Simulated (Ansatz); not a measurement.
The reference is BiB in the zinc blende structure (space group F-43m, No. 216; a = 5.4905 Å; a hypothetical phase, not in the database extracts checked).

Calculations: r2SCAN, PAW, 500 eV (Ansatz, an electronic-structure program; no SOC).

One change was made to it. Results:

| quantity | base | after |
|---|---|---|
| band gap | 0.39 eV | zero |
| shortest interatomic distance | 2.377 Å | 2.630 Å |
| density | 8.82 g/cm³ | 11.89 g/cm³ |

Question: Which change produced these results?
A. B → In
B. Bi → Cr
C. B → Ir

Answer: C, B → Ir. For comparison, the shortest interatomic distance in the other runs: Bi → Cr gives 1.979 Å; B → In gives 2.926 Å.

Other magnetic orders, which the real material may have, were not ruled out. With Bi present, leaving out spin-orbit coupling can change the band edges. Stability against distortions was not tested. As relaxed here, BiIr and CrB are hypothetical phases, not in the database extracts checked. For InBi in this form, whether it has been made was not checked. Spin-polarised in the final run: CrB; the other runs are not.
